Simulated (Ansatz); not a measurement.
# PbF2 under a change: isotropic strain −3.00 %

Start from PbF2 in the fluorite structure (space group Fm-3m, No. 225; a = 5.899 Å).

Modification: every lattice vector is shortened by 3.00 %; the atoms relax in the strained cell.

The values are results of Ansatz (an electronic-structure program), PBEsol, PAW, cutoff 420 eV, no spin-orbit coupling, not measurements. Γ-centred 10×10×10 mesh, Fermi–Dirac width 0.05 eV.

| quantity | base | changed | shift |
|---|---|---|---|
| volume per atom | 17.10 Å³ | 15.61 Å³ | -1.49 Å³ |
| shortest interatomic distance | 2.554 Å | 2.478 Å | -0.0766 Å |
| energy relative to the base (free energy F) | 0 meV/atom | +37 meV/atom | +37 meV/atom |
| pressure | -0.01 GPa | 8.68 GPa | +8.69 GPa |
| band gap | 4.31 eV | 4.26 eV | -0.05 eV |
| gap character | indirect, W → X | indirect, W → X | – |
| smallest direct gap | 4.46 eV | 4.42 eV | -0.04 eV |
| mean gap deformation potential ΔEg/Δln V | – | +0.5 eV | – |
| width of the top valence band | 2.08 eV | 2.72 eV | +0.64 eV |
| valley order (the lowest conduction-band minima on the path, energy above the VBM, named in the base's zone) | X along ⟨100⟩ 4.31 eV; L along ⟨111⟩ 4.93 eV; a point along ⟨110⟩, about 0.6 Å⁻¹ from Γ 5.30 eV | X along ⟨100⟩ 4.26 eV; L along ⟨111⟩ 4.85 eV; a point along ⟨110⟩, about 0.6 Å⁻¹ from Γ 5.24 eV | – |

Final structure:

```xyz
3
Lattice="0.0000 2.8609 2.8609 2.8609 0.0000 2.8609 2.8609 2.8609 0.0000" Properties=species:S:1:pos:R:3 pbc="T T T"
Pb     0.0000     0.0000     0.0000
F      1.4304     1.4304     1.4304
F      4.2913     4.2913     4.2913
```

With Pb present, leaving out spin-orbit coupling can change the band edges. Stability against distortions was not tested.
